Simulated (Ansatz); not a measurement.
The parent structure is GaCuSe2 in the chalcopyrite structure (space group I-42d, No. 122; a = 5.6078 Å, c = 11.0965 Å).

All numbers come from r2SCAN (Ansatz, an electronic-structure program, PAW, no SOC), earlier PAW set.

For the base:

| Property | Value |
|---|---|
| Gap between the host's bands | 0.57 eV |

One thing is altered: 1.22 electrons added to each cell, a density of 7.0×10^21 cm⁻³, with a uniform compensating background at fixed cell and a 300 K Fermi–Dirac width.

Problem. What happens to the gap between the host's bands?

Solution. The gap between the host's bands shrinks by 0.212 eV, from 0.57 eV to 0.35 eV.

Problem. Predict the new Fermi level from band edge.

Solution. The Fermi level relative to the doped band's edge (positive inside the band; to 0.05 eV) is +1.40 eV.

Charged cell with a jellium background: band edges are those of the host's band count, energies are not comparable with the neutral cell, and many-body gap narrowing is missing. No phonon test of stability was made. The final runs are not spin-polarised.
